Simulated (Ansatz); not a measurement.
Input and output of a self-consistent single point for Ba3In2MoO9 (P-3m1, 15 atoms in the cell) (Ansatz, an electronic-structure program).

Level of theory: PBEsol, default PAW files made with PBE (plane waves; Ansatz).

```
Ba3In2MoO9
1.0
    5.95777     0.00000     0.00000
   -2.97889     5.15958     0.00000
    0.00000     0.00000     7.31994
Ba In Mo O
3 2 1 9
Direct
  0.00000   0.00000   0.50000
  0.66667   0.33333   0.81670
  0.33333   0.66667   0.18330
  0.66667   0.33333   0.33444
  0.33333   0.66667   0.66556
  0.00000   0.00000   0.00000
  0.68850   0.84425   0.84720
  0.31150   0.15575   0.15280
  0.15575   0.84425   0.84720
  0.84425   0.15575   0.15280
  0.15575   0.31150   0.84720
  0.84425   0.68850   0.15280
  0.00000   0.50000   0.50000
  0.50000   0.50000   0.50000
  0.50000   0.00000   0.50000
```

Reference input (self-consistent single point, DFT, PBEsol, plane waves, default PAW files made with PBE): kpoints.mp_grid.grid = 5 5 4; hamiltonian.xc = pbesol; hamiltonian.pseudopotentials = {kind: paw} (the program's default PAW files); scf.occupations.method = fixed. This run's input differs from it in these lines:

Ansatz 0.2 input:
```diff
@@ -22,3 +22,3 @@
 kpoints:
-  mp_grid: { grid: [5, 5, 4] }
+  mp_grid: { grid: [4, 4, 3] }
 hamiltonian:
```

Log, with long lists cut:

```
SCF iter   1: F=—  HF=-38595.718501 eV  |F-HF|=—  |Δ(HF+E_count)|=         —  Δρ=1.56e-2  dr2=4.68e-1  ethr=1.77e-3  ⟨swp⟩=5.0  Hψ=2351  notcnv=0  defer=110
all-band conjugate gradients solve this SCF's bands
preconditioner: auto → Resta (q_TF=auto, 2.470 Å⁻¹)
SCF iter   2: F=—  HF=-38595.613980 eV  |F-HF|=—  |Δ(HF+E_count)|=   1.05e-1  Δρ=5.18e-3  dr2=7.83e-2  ethr=3.77e-4  ⟨swp⟩=2.0  Hψ=1282  notcnv=0  defer=108
   [... lines left out ...]
SCF iter   5: F=—  HF=-38595.601803 eV  |F-HF|=—  |Δ(HF+E_count)|=   2.53e-5  Δρ=3.85e-4  dr2=3.90e-4  ethr=1.20e-6  ⟨swp⟩=2.0  Hψ=1041  notcnv=0  defer=109
SCF iter   6: F=—  HF=-38595.601757 eV  |F-HF|=—  |Δ(HF+E_count)|=   4.64e-5  Δρ=8.79e-5  dr2=1.77e-5  ethr=3.15e-7  ⟨swp⟩=2.0  Hψ=1086  notcnv=0  defer=95
SCF iter   7: F=—  HF=-38595.601763 eV  |F-HF|=—  |Δ(HF+E_count)|=   6.48e-6  Δρ=2.52e-5  dr2=1.67e-6  ethr=1.42e-8  ⟨swp⟩=2.0  Hψ=1029  notcnv=0  defer=93
SCF iter   8: F=-38595.601764 eV  HF=-38595.601764 eV  |F-HF|=5.93e-9  |Δ(HF+E_count)|=   5.04e-7  Δρ=4.17e-6  dr2=4.77e-8  ethr=8.06e-11  ⟨swp⟩=15.2  Hψ=4872  notcnv=0
SCF 1 converged in 8 iterations: F = -38595.601764 eV  dr2 = 4.77e-8
Free energy (F): -38595.601764 eV
Internal energy: -38595.601764 eV  (E = F + TS)
E sigma→0 (E₀):  -38595.601764 eV
Fermi energy:    9.349162 eV
--- Forces (eV/Å), atoms counted from 1 ---
  atom   1  Ba     0.00000000     0.00000000     0.00000000
  atom   2  Ba    -0.00000000    -0.00000000    -0.15395297
  atom   3  Ba     0.00000000     0.00000000     0.15395297
  atom   4  In     0.00000000     0.00000000     0.11014616
  atom   5  In     0.00000000    -0.00000000    -0.11014616
  atom   6  Mo     0.00000000     0.00000000     0.00000000
  atom   7  O      0.42329110     0.24438723     0.35127205
  atom   8  O     -0.42329110    -0.24438723    -0.35127205
  atom   9  O     -0.42329110     0.24438723     0.35127205
   [... lines left out ...]
  atom  15  O      0.00000000    -0.00000000     0.00000000
--- Stress (GPa, compression-positive) ---
       -6.998268       0.000000      -0.000000
       -0.000000      -6.998268      -0.000000
       -0.000000       0.000000      -7.702826
  P = ⅓ Tr σ = -7.2331 GPa (-72.331 kbar)
  The stress holds the Pulay correction. Without it, at fixed plane waves, as pw.x and ABINIT print it: P = -7.7917 GPa
```

The run converged in 8 iterations. Against the reference run the free energy stays essentially unchanged (within 1 meV/atom), the pressure stays at -7.23 GPa, the largest force stays at 0.602 eV/Å and the gap on the mesh goes from 1.661 to 1.649 eV.

The starting cell comes from a database of computed structures (which also holds hypothetical and non-ambient phases and stackings), without a prior relaxation at this level. Ansatz's pressure includes its estimate of the finite-basis (Pulay) stress. Without the estimate this run gives -7.79 GPa.
